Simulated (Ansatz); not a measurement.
The parent structure is TiC in the rock salt structure (space group Fm-3m, No. 225; a = 4.328 Å; relaxed with 0.1 eV smearing). Axes: x, y, z lie along the cube axes.

Structures relaxed with DFT with r2SCAN, PAW potentials and a 500 eV plane-wave cutoff in Ansatz (a program for electronic structure), without spin-orbit coupling.

Base:

Simulated powder pattern, Cu Kα1, λ = 1.54056 Å (kinematic, ideal powder, no thermal factors, no anomalous dispersion; the 14 strongest lines at most, above 2 %, up to 2θ = 90°):

| 2θ (°) | I/Imax (%) | hkl |
|---|---|---|
| 35.91 | 87 | (111) |
| 41.71 | 100 | (200) |
| 60.45 | 57 | (220) |
| 72.36 | 30 | (311) |
| 76.13 | 18 | (222) |

After one change:

Simulated powder pattern, Cu Kα1, λ = 1.54056 Å (kinematic, ideal powder, no thermal factors, no anomalous dispersion; the 14 strongest lines at most, above 2 %, up to 2θ = 90°):

```tsv
2θ (°)	I/Imax (%)
35.37	100
40.44	82
42.30	35
58.52	23
59.95	43
70.26	24
72.87	11
74.82	21
87.45	6.7
```

### Question
Which of these changes matches the shifts?
A. biaxial strain +2.50 %, plane normal [001], relaxed out of plane
B. biaxial strain +1.00 %, plane normal [001], relaxed out of plane
C. biaxial strain +0.50 %, plane normal [001], relaxed out of plane
D. biaxial strain +3.00 %, plane normal [001], relaxed out of plane

### Answer
D, biaxial strain +3.00 %, plane normal [001], relaxed out of plane. Its volume per atom is 10.60 Å³ against 10.13 Å³, and its space group is I4/mmm (No. 139).

Whether these cells are dynamically stable was not tested. All final runs are without spin polarisation.
